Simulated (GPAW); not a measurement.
## A self-consistent single point of SnO2 (P4_2/mnm, 6 atoms in the cell) with GPAW

Method: PBE, GPAW PAW datasets PBE (gpaw-data 1.0.1) (plane waves; GPAW).

Input as run:

```python
from ase import Atoms
from ase.units import GPa
from gpaw import GPAW

atoms = Atoms(['Sn', 'Sn', 'O', 'O', 'O', 'O'],
              cell=[[4.793409, 0.000000, 0.000000],
                    [0.000000, 4.793409, 0.000000],
                    [0.000000, 0.000000, 3.226745]],
              scaled_positions=[[0.500000, 0.500000, 0.500000],
                                [0.000000, 0.000000, 0.000000],
                                [0.194030, 0.805970, 0.500000],
                                [0.805970, 0.194030, 0.500000],
                                [0.694030, 0.694030, 0.000000],
                                [0.305970, 0.305970, 0.000000]],
              pbc=True)

calc = GPAW(mode={'name': 'pw', 'ecut': 950},
            xc='PBE',
            kpts={'size': (4, 4, 5), 'gamma': True},
            occupations={'name': 'fermi-dirac', 'width': 0.02},
            nbands=-8,
            convergence={'forces': 0.001, 'bands': -6},
            symmetry={'symmorphic': False, 'tolerance': 0.0005},
            maxiter=120,
            txt='-')

atoms.calc = calc

energy = atoms.get_potential_energy()
print('Energy (eV):', round(energy, 6))
forces = atoms.get_forces()
print('Forces (eV/Ang):')
print(forces.round(5))
stress = atoms.get_stress()
print('Stress (GPa, Voigt):', (stress / GPa).round(4))
```

Output (repeated stretches shortened):

```
Input parameters:
  convergence: {bands: -6,
                forces: 0.001}
  kpts: {gamma: True,
         size: (4, 4, 5)}
  maxiter: 120
  mode: {ecut: 950,
         name: pw}
  nbands: -8
  occupations: {name: fermi-dirac,
                width: 0.02}
  symmetry: {symmorphic: False,
             tolerance: 0.0005}
  xc: PBE

species:
  Sn:
    name: Tin
    Z: 50.0
    valence: 14
    core: 36
    charge: 0.0
    file: Sn.PBE.gz

    # Using partial waves for Sn as LCAO basis

  O:
    name: Oxygen
    Z: 8.0
    valence: 6
    core: 2
    charge: 0.0
    file: O.PBE.gz

    # Using partial waves for O as LCAO basis

Reference energy: -344184.795819  # eV

Spin-paired calculation

Convergence criteria:
 Maximum [total energy] change in last 3 cyles: 0.0005 eV / valence electron
 Maximum integral of absolute [dens]ity change: 0.0001 electrons / valence electron
 Maximum integral of absolute [eigenst]ate change: 4e-08 eV^2 / valence electron
 Maximum change in the atomic [forces] across last 2 cycles: 0.001 eV/Ang OR
Maximum error relative to the maximum force is below inf
 Maximum number of scf [iter]ations: 120

Symmetries present (total): 16
Symmetries with fractional translations: 8
80 k-points: 4 x 4 x 5 Monkhorst-Pack grid + [1/8,1/8,0.000000]
18 k-points in the irreducible part of the Brillouin zone
       k-points in crystal coordinates                weights
   0:     0.00000000    0.00000000    0.00000000          1/80
   1:     0.00000000    0.00000000    0.20000000          2/80
   2:     0.00000000    0.00000000    0.40000000          2/80
   [... 7 lines left out ...]
          ...
  17:     0.50000000    0.50000000    0.40000000          2/80

Wave functions: Plane wave expansion
  Cutoff energy: 950.000 eV
  Number of coefficients (min, max): 4900, 4960
  Pulay-stress correction: 0.000000 eV/Ang^3 (de/decut=0.000000)

Occupation numbers: Fermi-Dirac:
  width: 0.0200  # eV

Eigensolver

Densities:
  Coarse grid: 36*36*24 grid
  Fine grid: 72*72*48 grid
  Total Charge: 0.000000

Density mixing:
  Method: separate
  Backend: pulay
  Linear mixing parameter: 0.05
  old densities: 5
  Damping of long wavelength oscillations: 50

Hamiltonian:
  XC and Coulomb potentials evaluated on a 72*72*48 grid
  External potential:
    NoExternalPotential

XC parameters: PBE with 2 nearest neighbor stencil

Number of atoms: 6
Number of atomic orbitals: 34
Number of bands in calculation: 34
Number of valence electrons: 52
Bands to converge: 28

Density initialized from atomic densities
  34 bands from LCAO basis set

Atomic positions and initial magnetic moments

Positions:
   0 Sn     2.396704    2.396704    1.613373    ( 0.0000,  0.0000,  0.0000)
   1 Sn     0.000000    0.000000    0.000000    ( 0.0000,  0.0000,  0.0000)
   2 O      0.930065    3.863344    1.613373    ( 0.0000,  0.0000,  0.0000)
   3 O      3.863344    0.930065    1.613373    ( 0.0000,  0.0000,  0.0000)
   4 O      3.326770    3.326770    0.000000    ( 0.0000,  0.0000,  0.0000)
   5 O      1.466639    1.466639    0.000000    ( 0.0000,  0.0000,  0.0000)

Unit cell:
           periodic     x           y           z      points  spacing
  1. axis:    yes    4.793409    0.000000    0.000000    36     0.1332
  2. axis:    yes    0.000000    4.793409    0.000000    36     0.1332
  3. axis:    yes    0.000000    0.000000    3.226745    24     0.1344

  Lengths:   4.793409   4.793409   3.226745
  Angles:   90.000000  90.000000  90.000000

Effective grid spacing dv^(1/3) = 0.1336

     iter     time        total  log10-change:
                         energy   eigst   dens  force
iter:   1 --:--:--   -44.639629   +0.37
iter:   2 --:--:--   -43.076795   -0.72  -0.90
iter:   3 --:--:--   -38.939423   -0.37  -0.95
iter:   4 --:--:--   -39.084980   -0.59  -1.30
iter:   5 --:--:--   -38.872202   -1.75  -1.48
iter:   6 --:--:--   -38.874554   -2.36  -2.07
iter:   7 --:--:--   -38.877043c  -3.33  -2.41
iter:   8 --:--:--   -38.869159c  -2.96  -2.35
iter:   9 --:--:--   -38.869206c  -4.90  -3.39
iter:  10 --:--:--   -38.869218c  -5.04  -3.50
iter:  11 --:--:--   -38.869196c  -6.61  -3.61
iter:  12 --:--:--   -38.869224c  -5.87  -3.62
iter:  13 --:--:--   -38.869213c  -5.95  -3.81
iter:  14 --:--:--   -38.869213c  -7.31  -4.28c
iter:  15 --:--:--   -38.869213c  -7.65c -4.28c
iter:  16 --:--:--   -38.869213c  -7.06  -4.32c
iter:  17 --:--:--   -38.869213c  -7.42c -4.40c -1.82
iter:  18 --:--:--   -38.869213c  -7.49c -4.57c -2.89
iter:  19 --:--:--   -38.869213c  -7.18  -4.49c
iter:  20 --:--:--   -38.869213c  -8.92c -5.42c -2.81
iter:  21 --:--:--   -38.869213c  -9.43c -5.52c -3.60c

Converged after 21 iterations.

Dipole moment: (0.000000, 0.000000, 0.000000) |e|*Ang

Energy contributions relative to reference atoms: (reference = -344184.795819)

Kinetic:        +67.705380
Potential:      -60.948922
External:        +0.000000
XC:             -45.937028
Entropy (-ST):   -0.000000
Local:           +0.311357
SIC:             +0.000000
--------------------------
Free energy:    -38.869213
Extrapolated:   -38.869213

Showing only first 2 kpts
 Kpt  Band  Eigenvalues  Occupancy
  0    24      4.92145    2.00000
  0    25      5.67062    2.00000
  0    26      6.55048    0.00000
  0    27     11.54372    0.00000

  1    24      4.90605    2.00000
  1    25      5.36302    2.00000
  1    26      8.49395    0.00000
  1    27     12.11325    0.00000

Fermi level: 6.15260

Gap: 0.880 eV
Transition (v -> c):
  (s=0, k=0, n=25, [0.00, 0.00, 0.00]) -> (s=0, k=0, n=26, [0.00, 0.00, 0.00])
No difference between direct/indirect transitions
Energy (eV): -38.869213

Forces in eV/Ang:
  0 Sn    0.00000   -0.00000    0.00000
  1 Sn    0.00000   -0.00000    0.00000
  2 O    -0.03622    0.03622    0.00000
  3 O     0.03622   -0.03622    0.00000
  4 O    -0.03622   -0.03622    0.00000
  5 O     0.03622    0.03622    0.00000

Stress tensor:
    -0.012242     0.000000     0.000000
     0.000000    -0.012242     0.000000
     0.000000     0.000000    -0.010224
Stress (GPa, Voigt): [-1.9614 -1.9614 -1.638   0.      0.      0.    ]
```

The run converged in 21 iterations. GPAW prints stress with tension positive.

At such cutoffs GPAW's stress carries a finite-basis (Pulay) error, which enters relaxed cells too; its log prints stress with tension positive.

The starting cell comes from a database of computed structures (which also holds hypothetical and non-ambient phases and stackings), without a prior relaxation at this level. Its lattice was rescaled by a random factor within 2.5 % of one.

Cost on one core of a shared machine: roughly 2 min.
